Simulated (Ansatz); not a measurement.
The parent structure is Mg3Sb2 (space group P-3m1, No. 164).

```
Mg3Sb2
1.0
    4.56691     0.00000     0.00000
   -2.28346     3.95506     0.00000
    0.00000     0.00000     7.24702
Sb Mg
2 3
Direct
  0.33333   0.66667   0.22875
  0.66667   0.33333   0.77125
  0.00000   0.00000   0.00000
  0.33333   0.66667   0.63354
  0.66667   0.33333   0.36646
```

The other end (x = 1) is Mg3Sn2 (space group P-3m1, No. 164; a hypothetical phase, not in the database extracts checked): 25.93 Å³/atom, gap zero; this end may not be an ambient phase.

Method: r2SCAN in Ansatz (plane waves to 500 eV, PAW, no spin-orbit coupling).

Sn replaces a fraction x of Sb; each row is one arrangement (x, atoms in the cell, starting space group or random), fully relaxed.

One change was made to it. Results:

| quantity | base | after |
|---|---|---|
| band gap | 0.61 eV | zero |
| shortest interatomic distance | 2.819 Å | 2.834 Å |
| mixing energy (to 0.01 eV only: unlike meshes or grids) (against an end that may be hypothetical) | – | +0.04 eV/atom |

Q: Which of these changes matches the shifts?
(A) x(Sn) = 0.5, 10 atoms, P2_1/m
(B) x(Sn) = 0.5, 5 atoms, P3m1
(C) x(Sn) = 0.25, 10 atoms, P3m1

A: B, x(Sn) = 0.5, 5 atoms, P3m1. For comparison, the shortest interatomic distance in the other runs: x(Sn) = 0.5, 10 atoms, P2_1/m gives 2.852 Å; x(Sn) = 0.25, 10 atoms, P3m1 gives 2.811 Å.

These are small ordered cells, not random alloys; other orderings at the same x differ. Spin-orbit coupling, missing from the scalar runs, can matter with Sb. Stability against distortions was not tested. All final runs are without spin polarisation. An odd electron count without spin: Mg3SnSb and Mg6SnSb3.

Ansatz is a quantum-chemistry and plane-wave program.
